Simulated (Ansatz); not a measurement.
An Ansatz (an electronic-structure program) input for (Zn,Cd)GeP2 alloy cell CdZn3Ge4P8 (chalcopyrite start):

Ansatz 0.2 input:
```yaml
crystal:
  lattice:
    - [5.584087543, -0.000000004, 0.000000002]
    - [-0.000000004, 5.584087523, -0.000000003]
    - [0.000000004, -0.000000007, 10.885717028]
  atoms:
    - { symbol: Zn, position: [-0.000000006, -0.000000006, -0.004171355] }
    - { symbol: Zn, position: [0.500000008, 0.500000009, 0.504171359] }
    - { symbol: Cd, position: [0.000000021, 0.499999995, 0.250000011] }
    - { symbol: Zn, position: [0.500000001, 0.000000002, 0.750000003] }
    - { symbol: Ge, position: [-0.000000006, 0.000000012, 0.506016458] }
    - { symbol: Ge, position: [0.499999994, 0.500000005, -0.006016454] }
    - { symbol: Ge, position: [0.499999994, 0.000000005, 0.250000001] }
    - { symbol: Ge, position: [-0.000000008, 0.500000018, 0.750000007] }
    - { symbol: P, position: [0.247238566, 0.250489298, 0.627571451] }
    - { symbol: P, position: [0.733265605, 0.762901941, 0.116100031] }
    - { symbol: P, position: [0.750489302, 0.252761447, 0.872428536] }
    - { symbol: P, position: [0.26290194, 0.766734392, 0.383899962] }
    - { symbol: P, position: [0.2667344, 0.237098063, 0.116100031] }
    - { symbol: P, position: [0.752761437, 0.749510705, 0.627571451] }
    - { symbol: P, position: [0.737098058, 0.233265572, 0.383899968] }
    - { symbol: P, position: [0.249510698, 0.747238542, 0.872428538] }
basis:
  ecutwfc: 420
  ecutrho_ratio: 4
  xc_grid: 2
kpoints:
  mp_grid: { grid: [4, 4, 2] }
hamiltonian:
  xc: pbe
  dispersion: none
  pseudopotentials: { kind: paw }
scf:
  n_extra_bands: 14
  occupations: { method: fermi_dirac, width: 0.01 }
output:
  forces: true
  stress: true
  eigenstates:
    kpoints:
      - [0.0, 0.0, 0.0]
      - [0.0, -0.5, -0.5]
      - [-0.5, 0.0, -0.5]
      - [-0.5, -0.5, 0.0]
    e_range: [-4.0, 6.0]
    localisation: true
relax:
  f_tol: 0.03
  max_steps: 90
  cell: { stress_tol: 0.15 }
```

Computed with PBE (plane waves to 420 eV, PAW; Ansatz). Scalar-relativistic, without spin–orbit coupling. Its k-point mesh 4×4×2, Fermi–Dirac width 0.01 eV.

Problem. What does the end of the output print (band table and long remarks left out, numbers rounded to eight decimals)?

Solution. 
```
SCF converged after 5 iterations
Free energy (F): -41439.991204 eV
Harris-Foulkes:  -41439.991204 eV  (|F-HF|=3.58e-9)
Internal energy: -41439.991204 eV  (E = F + TS)
E sigma→0 (E₀):  -41439.991204 eV
Fermi energy:    7.650635 eV
--- Per-component energies (eV) ---
  E_band       = -1105.400106
  E_kinetic    = 1898.285696
  E_local      = -20776.051248  (includes V_loc(G=0)·N_el)
  E_nonlocal   = 3814.142659
  E_hartree    = 9055.251454
  E_xc         = -1381.108511
  E_vxc        = -1120.171964  (∫ρ·V_xc dr)
  E_paw        = -22195.110154  (= ΣΔE_a)
  E_vpaw       = -3032.109089  (= ΣTr[D̂ρ^β])
  E_aug_tail   = 0.000216  (compensation charges beyond the density's cutoff)
  E_ewald      = -11855.401315
  E_smearing   = 0.000000  (= −TS)
  E_closure    = 0.000000  (closes the sum)
  Σ components = -41439.991204   (vs F -41439.991204, Δ=0.00e0)
--- Forces (eV/Å), atoms counted from 1 ---
  atom   1  Zn    0.00000000     0.00000000    -0.00808678
  atom   2  Zn     0.00000000    0.00000000     0.00808678
  atom   3  Cd     0.00000000     0.00000000    0.00000000
  atom   4  Zn     0.00000000     0.00000000    0.00000000
  atom   5  Ge    0.00000000     0.00000000    -0.00771674
  atom   6  Ge     0.00000000    0.00000000     0.00771674
  atom   7  Ge     0.00000000     0.00000000    0.00000000
  atom   8  Ge     0.00000000     0.00000000    0.00000000
  atom   9  P      0.00830916     0.00079323     0.00148501
  atom  10  P     -0.00263321    -0.00073806    -0.00067393
  atom  11  P      0.00079323    -0.00830916    -0.00148501
  atom  12  P     -0.00073806     0.00263321     0.00067393
  atom  13  P      0.00263321     0.00073806    -0.00067393
  atom  14  P     -0.00830916    -0.00079323     0.00148501
  atom  15  P      0.00073806    -0.00263321     0.00067393
  atom  16  P     -0.00079323     0.00830916    -0.00148501
  max |Σ_I F_I| component: 6.94e-17 eV/Å
--- Stress (GPa, compression-positive) ---
        0.011264      0.000000      0.000000
        0.000000       0.011264       0.000000
       0.000000       0.000000      -0.002856
  P = ⅓ Tr σ = 0.0066 GPa (0.066 kbar)
--- Relaxed structure (4 steps of the walk, 4 accepted, 1 SCFs on fresh bases) ---
  F+E_penalty+E_count = -41439.99120437 eV   max|allowed force component| = 8.309e-3 eV/Å   (the final SCF, on the basis selected at the relaxed cell)
  cell:  # Å, volume = 338.3288 Å³
    - [5.57034796, 0.0, 0.0]
    - [0.0, 5.57034796, 0.0]
    - [0.0, 0.0, 10.90371211]
  atoms:
    - { symbol: Zn, position: [0.0, 0.0, -0.00455567] }
    - { symbol: Zn, position: [0.5, 0.5, 0.50455567] }
    - { symbol: Cd, position: [0.0, 0.50000000, 0.25] }
    - { symbol: Zn, position: [0.50000000, 0.0, 0.75] }
    - { symbol: Ge, position: [0.0, 0.0, 0.50350088] }
    - { symbol: Ge, position: [0.5, 0.50000000, -0.00350088] }
    - { symbol: Ge, position: [0.5, 0.0, 0.25] }
    - { symbol: Ge, position: [0.0, 0.5, 0.75] }
    - { symbol: P, position: [0.24356401, 0.25116718, 0.62688703] }
    - { symbol: P, position: [0.73497258, 0.76099811, 0.11792188] }
    - { symbol: P, position: [0.75116718, 0.25643599, 0.87311297] }
    - { symbol: P, position: [0.26099811, 0.76502742, 0.38207812] }
    - { symbol: P, position: [0.26502742, 0.23900189, 0.11792188] }
    - { symbol: P, position: [0.75643599, 0.74883282, 0.62688703] }
    - { symbol: P, position: [0.73900189, 0.23497258, 0.38207812] }
    - { symbol: P, position: [0.24883282, 0.74356401, 0.87311297] }
```

Cost: about 90 core-seconds (a rough figure).
